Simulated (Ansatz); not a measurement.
**BAs: biaxial strain −2.50 %, plane normal [111], relaxed out of plane**

Consider BAs in the zinc blende structure (space group F-43m, No. 216; a = 4.768 Å). Axes: x, y, z lie along the cube axes.

Perturbation: biaxial strain −2.50 %, plane normal [111], relaxed out of plane (Cartesian); in-plane vectors clamped, the third vector and the atoms free.

Method: Kohn–Sham DFT with the PBEsol functional, run in Ansatz (a program for electronic structure) with PAW and 420 eV plane waves, without spin-orbit coupling. Settings: 12×12×12 k-points, 0.05 eV Fermi–Dirac smearing.

| quantity | base | changed | shift |
|---|---|---|---|
| volume per atom | 13.55 Å³ | 12.96 Å³ | -0.59 Å³ |
| space group | F-43m (No. 216) | R3m (No. 160) | – |
| shortest interatomic distance | 2.065 Å | 2.026 Å | -0.0381 Å |
| energy relative to the base (free energy F) | 0 meV/atom | +21 meV/atom | +21 meV/atom |
| pressure (mean of the normal stresses, compression positive) | 0.00 GPa | 6.90 GPa | +6.90 GPa |
| band gap | 1.08 eV | 0.88 eV | -0.20 eV |
| gap character | – | indirect, Γ → F–Γ (17 % along) | – |
| valence-band top at Γ (three highest levels, from the VBM) | 0.00, 0.00, 0.00 eV | 0.00, 0.00, -0.33 eV | – |
| out-of-plane strain | – | +0.63 % | – |
| ratio −ε⊥/ε∥ | – | 0.25 | – |
| mean in-plane stress (compression positive) | – | +10.4 GPa | – |

Final structure (turned so that z lies along the plane normal):

```xyz
2
Lattice="3.2871 0.0000 0.0000 1.6436 2.8467 0.0000 1.6436 -0.9489 2.7700" Properties=species:S:1:pos:R:3 pbc="T T T"
B      0.0000     0.0000     0.0090
As     3.2871     0.0000     2.0686
```

Stability against distortions was not tested. Labels are those of the standard path for the cell's own space group.
